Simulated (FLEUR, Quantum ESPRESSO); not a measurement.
A Quantum ESPRESSO input for a self-consistent single point of Cr₃SnN (Pm-3m, 5 atoms in the cell) (DFT, PBEsol, plane waves, SSSP 1.1.2 efficiency (PBE) pseudopotentials):

```fortran
&control
  calculation = 'scf'
  prefix = 'pwscf'
  outdir = './work'
  pseudo_dir = './'
  tprnfor = .true.
  tstress = .true.
/
&system
  ibrav = 1
  A = 3.8581520000
  nat = 5
  ntyp = 3
  ecutwfc = 50
  ecutrho = 400
  occupations = 'smearing'
  smearing = 'gauss'
  degauss = 0.0073499
  nspin = 2
  starting_magnetization(1) = 0.214
  input_dft = 'pbesol'
/
&electrons
  conv_thr = 1e-10
  mixing_beta = 0.3
/
ATOMIC_SPECIES
Cr    51.9961  cr_pbe_v1.5.uspp.F.UPF
Sn   118.7100  Sn_pbe_v1.uspp.F.UPF
N     14.0070  N.pbe-n-radius_5.UPF
ATOMIC_POSITIONS angstrom
Cr    1.9290760000    0.0000000000    1.9290760000
Cr    0.0000000000    1.9290760000    1.9290760000
Cr    1.9290760000    1.9290760000    0.0000000000
Sn    0.0000000000    0.0000000000    0.0000000000
N     1.9290760000    1.9290760000    1.9290760000
K_POINTS automatic
7 7 7  0 0 0
```

Translate this input to FLEUR.

One input that does it (others would too):

Input of the input generator:

```
Cr3SnN FLAPW
&input film=f /
1.0000000000 0.0000000000 0.0000000000
0.0000000000 1.0000000000 0.0000000000
0.0000000000 0.0000000000 1.0000000000
7.2908506272
1.0 1.0 1.0

5
24 0.5000000000 0.0000000000 0.5000000000 : 3.00
24 0.0000000000 0.5000000000 0.5000000000 : 3.00
24 0.5000000000 0.5000000000 0.0000000000 : 3.00
50 0.0000000000 0.0000000000 0.0000000000 : 0.00
7 0.5000000000 0.5000000000 0.5000000000 : 0.00

&comp jspins=2 /
&exco xctyp='PBEs' /
&kpt div1=7 div2=7 div3=7 /
&end /
```

```xml
<?xml version="1.0" encoding="UTF-8" standalone="no"?>
<fleurInput fleurInputVersion="0.39">
   <comment>
      Cr3SnN FLAPW                                                                                        
   </comment>
   <calculationSetup>
      <cutoffs Kmax="4.7" Gmax="18.8" GmaxXC="18.8" numbands="0"/>
      <scfLoop itmax="60" minDistance="0.00001" maxIterBroyd="99" imix="Anderson" alpha="0.05" precondParam="0.0" spinf="2.0"/>
      <coreElectrons ctail="T" frcor="F" kcrel="0" coretail_lmax="0"/>
      <xcFunctional name="PBEs" relativisticCorrections="F"/>
      <magnetism jspins="2"/>
      <soc l_soc="F" theta="0.0" phi="0.0" spav="F"/>
      <expertModes spex="0" secvar="F"/>
      <geometryOptimization l_f="T" forcealpha="1.0" forcemix="BFGS" epsdisp="0.00001" epsforce="0.00001"/>
      <ldaU l_linMix="F" mixParam="0.05" spinf="1.0"/>
   </calculationSetup>
   <cell>
      <bzIntegration valenceElectrons="61.0" mode="gauss" fermiSmearingEnergy="0.00367493">
         <kPointListSelection listName="default-1"/>
         <!-- k-points included here -->
         <xi:include xmlns:xi="http://www.w3.org/2001/XInclude" href="kpts.xml"> </xi:include>
      </bzIntegration>
      <!-- symmetry operations included here -->
      <xi:include xmlns:xi="http://www.w3.org/2001/XInclude" href="sym.xml"> </xi:include>
      <bulkLattice scale="1.0">
         <bravaisMatrix>
            <row-1>    7.2908506272000002     0.0000000000000000     0.0000000000000000</row-1>
            <row-2>    0.0000000000000000     7.2908506272000002     0.0000000000000000</row-2>
            <row-3>    0.0000000000000000     0.0000000000000000     7.2908506272000002</row-3>
         </bravaisMatrix>
      </bulkLattice>
   </cell>
   <atomSpecies>
      <species name="Chromium (3.000" element="Cr" atomicNumber="24">
         <mtSphere radius="2.22" gridPoints="767" logIncrement="0.016"/>
         <atomicCutoffs lmax="8" lnonsphr="6"/>
         <electronConfig flipSpins="F">
            <coreConfig>(1s1/2) (2s1/2) (2p1/2) (2p3/2)</coreConfig>
            <valenceConfig>(3s1/2) (3p1/2) (3p3/2) (4s1/2) (3d3/2) (3d5/2)</valenceConfig>
            <stateOccupation state="(4s1/2)" spinUp="0.5" spinDown="0.5"/>
            <stateOccupation state="(3d3/2)" spinUp="1.0" spinDown="1.0"/>
            <stateOccupation state="(3d5/2)" spinUp="3.0" spinDown="0.0"/>
         </electronConfig>
         <energyParameters s="4" p="4" d="3" f="4"/>
         <lo type="SCLO" l="0" n="3" eDeriv="0"/>
         <lo type="SCLO" l="1" n="3" eDeriv="0"/>
      </species>
      <species name="Tin (Sn)" element="Sn" atomicNumber="50">
         <mtSphere radius="2.68" gridPoints="925" logIncrement="0.014"/>
         <atomicCutoffs lmax="10" lnonsphr="8"/>
         <electronConfig flipSpins="F">
            <coreConfig>(1s1/2) (2s1/2) (2p1/2) (2p3/2) (3s1/2) (3p1/2) (3p3/2) (4s1/2) (3d3/2) (3d5/2) (4p1/2) (4p3/2)</coreConfig>
            <valenceConfig>(5s1/2) (4d3/2) (4d5/2) (5p1/2) (5p3/2)</valenceConfig>
            <stateOccupation state="(5p1/2)" spinUp="0.3333333333" spinDown="0.3333333333"/>
            <stateOccupation state="(5p3/2)" spinUp="0.6666666667" spinDown="0.6666666667"/>
         </electronConfig>
         <energyParameters s="5" p="5" d="5" f="4"/>
         <lo type="SCLO" l="2" n="4" eDeriv="0"/>
      </species>
      <species name="Nitrogen (N)" element="N" atomicNumber="7">
         <mtSphere radius="1.25" gridPoints="433" logIncrement="0.024"/>
         <atomicCutoffs lmax="6" lnonsphr="4"/>
         <electronConfig flipSpins="F">
            <coreConfig>(1s1/2)</coreConfig>
            <valenceConfig>(2s1/2) (2p1/2) (2p3/2)</valenceConfig>
            <stateOccupation state="(2p1/2)" spinUp="0.5" spinDown="0.5"/>
            <stateOccupation state="(2p3/2)" spinUp="1" spinDown="1"/>
         </electronConfig>
         <energyParameters s="2" p="2" d="3" f="4"/>
      </species>
   </atomSpecies>
   <atomGroups>
      <atomGroup species="Chromium (3.000">
         <relPos label="                   1">1.000/2.000 .0000000000 1.000/2.000</relPos>
         <relPos label="                   2">.0000000000 1.000/2.000 1.000/2.000</relPos>
         <relPos label="                   3">1.000/2.000 1.000/2.000 .0000000000</relPos>
         <force calculate="T" relaxXYZ="TTT"/>
      </atomGroup>
      <atomGroup species="Tin (Sn)">
         <relPos label="                   4">.0000000000 .0000000000 .0000000000</relPos>
         <force calculate="T" relaxXYZ="TTT"/>
      </atomGroup>
      <atomGroup species="Nitrogen (N)">
         <relPos label="                   5">1.000/2.000 1.000/2.000 1.000/2.000</relPos>
         <force calculate="T" relaxXYZ="TTT"/>
      </atomGroup>
   </atomGroups>
   <output dos="F" band="F" slice="F">
      <checks vchk="F" cdinf="F"/>
      <bandDOS minEnergy="-.5*Htr" maxEnergy="0.5*Htr" sigma="0.015" storeEVData="T"/>
      <vacuumDOS vacdos="F" integ="F" star="F" nstars="0" locx1="0.0" locy1="0.0" locx2="0.0" locy2="0.0" nstm="0" tworkf="0.0"/>
      <unfoldingBand unfoldBand="F" supercellX="1" supercellY="1" supercellZ="1"/>
      <plotting iplot="0" polar="F">
         <plot TwoD="T" vec1="  1.0  0.0  0.0" vec2="  0.0  1.0  0.0" vec3="  0.0  0.0  1.0" zero="  0.0  0.0  0.0" file="plot"/>
      </plotting>
      <chargeDensitySlicing numkpt="0" minEigenval="0.0" maxEigenval="0.0" nnne="0" pallst="F"/>
      <specialOutput eonly="F"/>
      <magneticCircularDichroism mcd="F" energyLo="-10.0" energyUp="0.0"/>
   </output>
  <!-- We include the file relax.xml here to enable relaxations (see documentation) -->
  <xi:include xmlns:xi="http://www.w3.org/2001/XInclude" href="relax.xml"> <xi:fallback/> </xi:include>
</fleurInput>
```

Basis settings and potentials, where a program has them, do not carry over. This input uses DFT, PBEsol, all-electron FLAPW (FLEUR), scalar-relativistic valence. Both were run: size of the net moment 0.09 μB/atom in Quantum ESPRESSO and 0.09 in FLEUR.

On Quantum ESPRESSO: the starting cell comes from a database of computed structures (which also holds hypothetical and non-ambient phases and stackings), without a prior relaxation at this level. For this run, on top of that: lattice scaled by 0.98. The moments shrank to a small part of their start, a low-spin state that need not be the lowest. With a pressure of about 3 GPa the cell is away from its equilibrium volume at this level.

On FLEUR: the starting cell comes from a database of computed structures (which also holds hypothetical and non-ambient phases and stackings), without a prior relaxation at this level. For this run, on top of that: lattice scaled by 0.98. The moments shrank to a small part of their start, a low-spin state that need not be the lowest. Values depend on the basis (sphere radii, cutoffs, local orbitals), which need not be converged.
